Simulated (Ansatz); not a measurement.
System: Y5Ge3 (P6₃/mcm, No. 193; cell taken from a computed entry). Method: PBEsol (Ansatz, an electronic-structure program, plane waves, PAW).

Numerical settings: plane-wave cutoff 500 eV, 6×6×6 k mesh, Fermi–Dirac smearing 0.05 eV, scalar-relativistic PAW data made under PBE.

Computed at the level's own relaxed cell.

Problem. What does this level give for the equilibrium volume per atom, equilibrium lattice constant a and c axis length?

Solution. 
- equilibrium volume per atom: 24.31 Å³/atom
- equilibrium lattice constant a: 8.421 Å
- c axis length: 6.335 Å

The run finds no gap.

Note: the relaxation could not lower the start's symmetry, so the cell can be a saddle point above a distorted one.

Cost on a shared machine: very roughly 8 core-minutes.
